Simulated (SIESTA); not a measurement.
Troubleshooting SIESTA: a failed run on Mg5ZnN4 (Pmmn, 20 atoms in the cell). The aim is a self-consistent single point with DFT, GGA PBEsol, numerical atomic orbitals DZP, PseudoDojo PBEsol standard norm-conserving potentials (rewritten from UPF to PSML).

Input as run:

```
# files in the folder: Mg.psml Zn.psml N.psml (PseudoDojo PBEsol standard)
SystemName  Mg5ZnN4
SystemLabel Mg5ZnN4

NumberOfAtoms                20
NumberOfSpecies              3
%block ChemicalSpeciesLabel
  1 12 Mg
  2 30 Zn
  3 7 N
%endblock ChemicalSpeciesLabel
LatticeConstant              1.0 Ang
%block LatticeVectors
     6.759340000    0.000000000    0.000000000
     0.000000000    7.147360000    0.000000000
     0.000000000    0.000000000    5.183380000
%endblock LatticeVectors
AtomicCoordinatesFormat      Bohr
%block AtomicCoordinatesAndAtomicSpecies
     3.226280463    4.063581510    7.352449454  1
     9.547020920    9.442971404    7.352449454  1
     9.612931155    2.689694947    2.442719145  1
     3.160370228   10.816857967    2.442719145  1
     3.160370228    2.689694947    2.442719145  1
     9.612931155   10.816857967    2.442719145  1
     9.547020920    4.063581510    7.352449454  1
     3.226280463    9.442971404    7.352449454  1
     6.386650692    6.753276457    2.718844948  1
     0.000000000    0.000000000    7.076323652  1
     0.000000000    6.753276457    2.677117530  2
     6.386650692    0.000000000    7.118051070  2
     9.563881678    6.753276457    0.461058586  3
     3.209419706    6.753276457    0.461058586  3
     3.177230986    0.000000000    9.334110014  3
     9.596070397    0.000000000    9.334110014  3
     6.386650692    3.403921465    4.871725055  3
     6.386650692   10.102631449    4.871725055  3
     0.000000000    3.349354992    4.923443545  3
     0.000000000   10.157197922    4.923443545  3
%endblock AtomicCoordinatesAndAtomicSpecies

XC.functional                GGA
XC.authors                   PBEsol
PAO.BasisSize                DZP
PAO.EnergyShift              0.01 Ry
MeshCutoff                   400 Ry
%block kgrid.MonkhorstPack
    3   0   0  0.0
    0   3   0  0.0
    0   0   4  0.0
%endblock kgrid.MonkhorstPack
OccupationFunction           FD
ElectronicTemperature        10 K

MaxSCFIterations             3
SCF.MustConverge             false
SCF.Mixer.Method             Pulay
SCF.Mixer.Weight             0.2
SCF.Mixer.History            6
SCF.DM.Tolerance             1.0E-04
Diag.ParallelOverK           true
WriteForces                  true
```

The program printed (abridged):

```
        iscf     Eharris(eV)        E_KS(eV)     FreeEng(eV)     dDmax    Ef(eV) dHmax(eV)
   scf:    1   -27899.868363   -29152.868287   -29152.868444  1.649050 -1.389728122.206642
   scf:    2   -29700.591355   -29739.299948   -29739.299948  1.209286 -5.136692 25.124996
   scf:    3   -29754.946009   -29747.598454   -29747.598454  0.171826 -4.295014 16.631777
SCF_NOT_CONV: SCF did not converge  in maximum number of steps.
SCF_NOT_CONV: SCF did not converge  in maximum number of steps.
Geom step, scf iteration, dDmax, dHmax:    0     3      0.171826     1.222413
Geom step, scf iteration, dDmax, dHmax:    0     3      0.171826     1.222413

Using DM_out to compute the final energy and forces

   [... lines left out ...]
siesta: FreeEng =    -29747.598454
   [... lines left out ...]
siesta:     17    0.000000    1.756119   -0.439704
siesta:     18    0.000000   -1.756119   -0.439704
siesta:     19   -0.000000   -1.756118    0.439704
siesta:     20   -0.000000    1.756118    0.439704
siesta: ----------------------------------------
siesta:    Tot   -0.000000   -0.000000   -0.000000

siesta: Stress tensor (static) (eV/Ang**3):
siesta:     0.016821    0.000000    0.000000
siesta:    -0.000000   -0.006384   -0.000000
siesta:     0.000000   -0.000000    0.005299

siesta: Cell volume =        250.416533 Ang**3

siesta: Pressure (static):
siesta:                Solid            Molecule  Units
siesta:          -0.00005713         -0.00007226  Ry/Bohr**3
siesta:          -0.00524527         -0.00663468  eV/Ang**3
siesta:          -8.40384853        -10.62992557  kBar
```

Task: Diagnose the run.

Result: The fault is an iteration limit that is too low, with the stop on failure switched off. The program then goes on with a density that is not self-consistent. To fix it, raise the limit and let the run stop on failure. The run ended unconverged after 3 iterations.

An input that runs soundly differs in these lines (not the only fix; some lines may just follow from the change or write a value another way):
```diff
-MaxSCFIterations             3
-SCF.MustConverge             false
+MaxSCFIterations             150
```

With that input, the run converged in 13 iterations: free energy E − TS -29754.0964 eV; top of the valence band (on the code's own zero) -4.81 eV; gap on the k-point mesh 0.71 eV; pressure -2.74 GPa; largest force (vector length) 0.430 eV/Å (DFT, GGA PBEsol, numerical atomic orbitals DZP, PseudoDojo PBEsol standard norm-conserving potentials (rewritten from UPF to PSML)).

On the sound input: the starting cell comes from a database of computed structures (which also holds hypothetical and non-ambient phases and stackings), without a prior relaxation at this level. Values carry the incompleteness of an atom-centred basis.
